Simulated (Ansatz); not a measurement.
Subject: the formation energy of MgH2 (rutile, P4₂/mnm) from the elements. Reaction: Mg (hcp) + H2 (gas) → MgH2 (rutile). Negative: the products are lower in energy. The value is per atom of the solid.

Mg (hcp, P6₃/mmc), 2 atoms in the cell, k-point mesh 24×24×12 on the run's own vectors. Conventional cell: a = 3.1950 Å, b = 3.1950 Å, c = 5.1963 Å, α = 90.00°, β = 90.00°, γ = 120.00°.

MgH2 (rutile, P4₂/mnm), 6 atoms in the cell, k-point mesh 12×8×8 on the run's own vectors.
```cif
data_H4Mg2
_chemical_formula_sum 'Mg2 H4'
_space_group_name_H-M_alt 'P42/mnm'
_space_group_IT_number 136
_space_group_name_Hall '-P 4n 2n'
_cell_length_a 4.51635
_cell_length_b 4.51635
_cell_length_c 3.01297
_cell_angle_alpha 90.000
_cell_angle_beta 90.000
_cell_angle_gamma 90.000
loop_
_atom_site_label
_atom_site_type_symbol
_atom_site_symmetry_multiplicity
_atom_site_Wyckoff_symbol
_atom_site_fract_x
_atom_site_fract_y
_atom_site_fract_z
_atom_site_occupancy
Mg1 Mg 2 a 0.00000 0.00000 0.00000 1
H1 H 4 f 0.30435 0.30435 0.00000 1
```

An isolated H2 molecule (singlet) in a box of 11 × 11 × 13 Å.

Computed with Ansatz (plane waves, PAW), its PAW set soft_1, cutoff 420 eV. The structures are at rest with PBE; other levels are single points on them. HSE06 runs on coarser k-point meshes, mended by the PBE difference between the two meshes. Some cells are metallic or hold partly filled levels, where a hybrid on a coarse mesh is less sure. Neutral cells; Fermi-Dirac smearing of at most 0.10 eV in the solids, energies taken to zero width. The lattices are those relaxed with PBE, so at other levels the solids can be strained, which adds to the spread. A dispersion term (D3(BJ), or D4 for r2SCAN) was computed beside these levels and is taken off wherever the name lacks it. No zero-point or thermal terms. The structures are the rest points that the relaxations reached, not proven lowest.

### Question
Predict the value from PBE.

### Answer
-0.18 eV/atom, for Mg (hcp) + H2 (gas) → MgH2 (rutile).

### Question
How does the value move with the functional?

### Answer
| Method | value (eV/atom) | less PBE |
|---|---|---|
| HSE06 | -0.22 | -0.04 |

The levels shown span 0.04 eV/atom, from HSE06 (-0.22) to PBE (-0.18).

Ansatz is a quantum-chemistry and plane-wave program.
